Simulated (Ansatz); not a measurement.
Gap of an H-capped Ge nanowire along [112], 24 atoms a period besides the caps at several levels, all on one geometry.

Levels: PBE (plane waves to 420 eV, PAW; Ansatz, an electronic-structure program); PBE with spin-orbit coupling in Ansatz; r2SCAN (plane waves to 500 eV, PAW; Ansatz). Unmarked values and the geometry are of the first. Mesh 1×1×6. No spin polarisation. One-dimensional cell, images about 11 Å apart. An idealised model, cut from the bulk lattice. It keeps the symmetry and period of its start, so it need not be a minimum against all distortions. Values not marked SOC lack spin–orbit coupling.

```
level    gap (eV)
-------  --------
PBE          2.14
PBE+SOC         ?
r2SCAN       2.46
```

Problem. What belongs in the gaps?

Solution. 
- PBE+SOC, gap (eV): 2.13
